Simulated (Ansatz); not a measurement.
Data:

```xyz
2
Lattice="0.0000 2.1711 2.2254 2.1711 0.0000 2.2254 2.1711 2.1711 0.0000" Properties=species:S:1:pos:R:3 pbc="T T T"
Al     0.0000     0.0000     0.0000
N      1.0856     1.0856     1.1127
```

No spin polarisation.

Method: Kohn–Sham DFT with the LDA functional, run in Ansatz (a first-principles code) with PAW and 420 eV plane waves, no spin-orbit coupling. k-mesh 13×13×13 (Γ-centred); smearing 0.05 eV (Fermi–Dirac).

Task: Predict the space group, electron mass and band gap.

Result: The space group comes out as I-4m2 (No. 119) and the electron mass is 0.51 mₑ along k, 0.33 mₑ across (at X). The band gap comes out as 3.16 eV.

The cells carry an imposed strain or load. Effective masses come from finite differences of ±0.01 Å⁻¹. Along k means along the line from Γ to the band edge. No phonon test of stability was made. The cell was made from AlN in the zinc blende structure (space group F-43m, No. 216) by this change: uniaxial strain ε_zz = +2.50 %. This is not the structure that AlN has at room temperature and ambient pressure.
